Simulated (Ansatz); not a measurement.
What isotropic strain −1.42 % does to WSi2

Take WSi2 (space group I4/mmm, No. 139; a = 3.211 Å, c = 7.805 Å; relaxed with 0.1 eV smearing) as the base.

One thing is altered: the cell is scaled by 0.9858 in all directions, atoms relaxed at fixed cell.

Method: r2SCAN/PAW in Ansatz (a quantum-chemistry and plane-wave program), no SOC. Γ-centred 25×25×25 mesh, Fermi–Dirac width 0.1 eV.

The volume per atom shrinks by 0.563 Å³ to 12.85 Å³ and the space group stays I4/mmm (No. 139). The shortest interatomic distance falls by 0.0256 Å (2.578 Å → 2.553 Å) and the pressure (mean of the normal stresses, compression positive) goes from zero to 11.1 GPa. The band gap is still zero.

Stability against distortions was not tested. All final runs are without spin polarisation.
